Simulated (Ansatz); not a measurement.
Migration barriers of interstitials in covalent semiconductors: PBE bands (Ansatz, an electronic-structure program, plane waves to 420 eV, PAW, climbing-image NEB) beside r2SCAN single points (500 eV) at the PBE geometries. Forward barriers of single hops from the lowest site run, static nuclei, no finite-size correction. The rows are a random draw from the bands that converged and passed our checks of state and shape. Saddle orders were checked for a part of the study's bands only and are not shown. Charge states are imposed. Spin-orbit coupling is left out.

```tsv
Defect	Route	Hop (Å), direction in the unit cell	End over start, densest mesh run (eV)	Cell and PBE mesh	r2SCAN k-points	PBE (eV)
interstitial Au in silicon, charge +1	Au moves farthest	1.93 along (0.25, -0.01, -0.25)	0.00	64 sites, 2×2×2 shifted	same mesh	0.09
interstitial Si in 2H silicon carbide, charge +2	Si moves farthest	1.69 along (-0.25, -0.62, 0.03)	0.58	72 sites, Γ	same mesh	1.42
interstitial Ag in silicon, charge +1	Ag moves farthest	2.36 along (0.25, -0.25, -0.25)	0.00	64 sites, 2×2×2 shifted	same mesh	0.37
interstitial Si in 2H silicon carbide, charge +2	Si moves farthest	0.97 along (0.03, -0.03, -0.19)	0.58	72 sites, Γ	same mesh	0.72
interstitial Li in silicon, charge +1	Li moves farthest	2.36 along (-0.25, 0.25, -0.25)	0.00	216 sites, Γ	same mesh	0.60
interstitial C in 4H silicon carbide, charge 0	C moves farthest	1.53 along (0.00, -0.49, 0.00)	0.00	72 sites, Γ	same mesh	1.37
interstitial O in zinc-blende GaP, charge 0	O moves farthest	1.20 along (0.15, -0.15, 0.00)	0.00	64 sites, one k-point at (0.250, 0.250, 0.250)	same mesh	1.33
interstitial Li in zinc-blende InP, charge +1	Li moves farthest	2.59 along (0.25, 0.25, -0.25)	0.48	64 sites, one k-point at (0.250, 0.250, 0.250)	same mesh	0.57
```

### Question
What does r2SCAN give for each row, and how does it differ from PBE over these rows?

### Answer
In the order of the rows: 0.20, 1.50, 0.33, 0.85, 0.63, 1.57, 1.40, 0.61 eV. Against PBE it lies higher in 7 of 8 rows and lower in 1 (differences over 0.03 eV). The mean difference is +0.08 eV (median +0.07) and the mean size 0.09 eV; the largest, +0.20 eV, is in row 6.
